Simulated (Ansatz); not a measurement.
The parent structure is ZnO in the wurtzite structure (space group P6_3mc, No. 186).

```
ZnO
1.0
    3.23524     0.00000     0.00000
   -1.61762     2.80180     0.00000
    0.00000     0.00000     5.21128
Zn O
2 2
Direct
  0.66667   0.33333   0.00243
  0.33333   0.66667   0.50243
  0.66667   0.33333   0.62277
  0.33333   0.66667   0.12277
```

Cartesian axes are those of the cell as printed.

All numbers come from r2SCAN in Ansatz (plane waves to 500 eV, PAW, spin-orbit coupling left out), earlier PAW set.

Before the change:

- Shortest interatomic distance = 197.0 pm
- Gap character = direct at Γ

Now apply this change: uniaxial strain ε_zz = +1.38 %, all other strain components held at zero; the atoms relax in the strained cell.

Task: What does the calculation give for the shortest interatomic distance after the change?

Result: The shortest interatomic distance rises by 0.9 pm, from 197.0 pm to 197.9 pm.

Task: What does the calculation give for the gap character after the change?

Result: The gap character is still direct at Γ.

Task: Predict the new stress.

Result: The stress (xx, yy, zz, yz, xz, xy; compression positive) comes out as (-1.47, -1.47, -3.03, 0.00, 0.00, 0.00) GPa.

Stability against distortions was not tested.

Ansatz is an electronic-structure program.
